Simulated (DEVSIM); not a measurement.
Device: Schottky contact on n-type GaP, at 250 K.

Layer 1 from the left is GaP, thickness (μm) 1.10, Nd (cm⁻³) 1.6e17, τn (s) 1.5e-7, τp (s) 1.5e-7.

Left contact: Schottky, work function 4.92 eV, emission velocity 4.4e6 cm/s. Right contact: ohmic. Voltage is applied to the left contact. Recombination: SRH at mid-gap, radiative. Mobility is constant in doping.

This is a model device: material constants are rounded textbook-type values typed into the input, and sizes, dopings and lifetimes were drawn at random. Values at 300 K; Nc and Nv go as T^1.5, mobilities as T to minus their exponent, the gap by Varshni's rule with the affinity fixed.

GaP: gap (eV) 2.26, affinity (eV) 3.8, permittivity 11.1, Nc (cm⁻³) 1.8e19, Nv (cm⁻³) 1.9e19, μn (cm²/Vs) 250, μp (cm²/Vs) 150, T exponent of μn 1.6, T exponent of μp 1.98, B (cm³/s) 1e-13, Varshni α (eV/K) 0.00058, Varshni β (K) 372.

Simulated with DEVSIM: 1D drift-diffusion, Boltzmann statistics, complete ionisation; no tunnelling, impact ionisation, image-force lowering or self-heating. Metal contacts follow the ideal Schottky-Mott rule: no Fermi-level pinning, no interface dipoles.

Dark forward current:

| |V| (V) | |J| (A/cm²) |
|---|---|
| 0.15 | 2.531e-13 |
| 0.20 | 2.575e-12 |
| 0.25 | 2.618e-11 |
| 0.30 | 2.660e-10 |
| 0.35 | 2.702e-9 |
| 0.40 | 2.744e-8 |
| 0.45 | 2.786e-7 |
| 0.50 | 2.827e-6 |
| 0.55 | 2.867e-5 |
| 0.60 | 0.0002905 |
| 0.65 | 0.002940 |
| 0.70 | 0.02971 |
| 0.75 | 0.2995 |
| 0.80 | 3.002 |
| 0.85 | 29.47 |
| 0.90 | 253.9 |
| 0.95 | 1317 |
| 1.00 | 3513 |

Task: Work out the local ideality factor n = ΔV / (kT/q · ln(J2/J1)) between the rows 0.15 and 0.20 V, 0.95 and 1.00 V.

Result: kT/q = 21.54 mV. From 0.15 to 0.20 V: ln(2.575e-12/2.531e-13) = 2.320, n = 1.00, near the 1 of diffusion or emission over a barrier. From 0.95 to 1.00 V: ln(3513/1317) = 0.981, n = 2.37; the layers' resistance at their doping, Σ W/(qμN) = 1.3e-5 Ω cm², would take 28 mV of this step of 50 mV.

Task: Estimate the current at 0.50 V for emission alone, J0 = q v N_band exp(−φB/kT), and read the barrier back from the simulated current.

Result: φB = 1.120 eV, N_band = 1.37e19 cm⁻³, J0 = 2.53e-16 A/cm²; J = J0 (exp(qV/kT) − 1) = 3.05e-6 A/cm². The simulation gives 2.83e-6 A/cm²; the estimate lies 7.8 % above. Read backwards, the simulated current gives an apparent barrier of 1.122 eV. The estimate leaves out transport through the depletion region and minority injection.
